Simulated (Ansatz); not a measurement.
We consider GaAlAs2 (model structure, P-4m2, No. 115, 4 atoms in the cell), described by r²SCAN+SOC (PAW; Ansatz, a program for electronic structure).

Numerical settings: plane-wave cutoff 560 eV, 8×8×6 k mesh (along the axes of the cell as run), Fermi–Dirac smearing 0.01 eV, PAW data made under PBE.

Cell (relaxed with PBEsol):

Space group P-4m2 (No. 115); a = b = 4.0099 Å, c = 5.6623 Å, α = β = γ = 90.00°

| atom | site | symmetry | x | y | z |
|---|---|---|---|---|---|
| Ga | 1a | -4m2 | 0.0000 | 0.0000 | 0.0000 |
| As | 2g | 2mm. | 0.5000 | 0.0000 | 0.2502 |
| Al | 1c | -4m2 | 0.5000 | 0.5000 | 0.5000 |

Problem. Give the computed band gap and smallest direct gap on the k points sampled.

Solution. 
- band gap: 1.38 eV (indirect)
- smallest direct gap on the k points sampled: 1.46 eV

Note: the relaxation could raise the start's symmetry but not lower it, so the cell can be a saddle point; cell and atoms aren't relaxed at this level (largest force component 0.03 eV/Å, pressure 0.2 GPa).

Static lattice: no zero-point or thermal effects.

Computing time: about 7 core-minutes (a rough figure).

A model structure was made by putting elements into a prototype or built by hand; it is no filed structure, need not be a known phase, and can be a saddle point held by its symmetry.
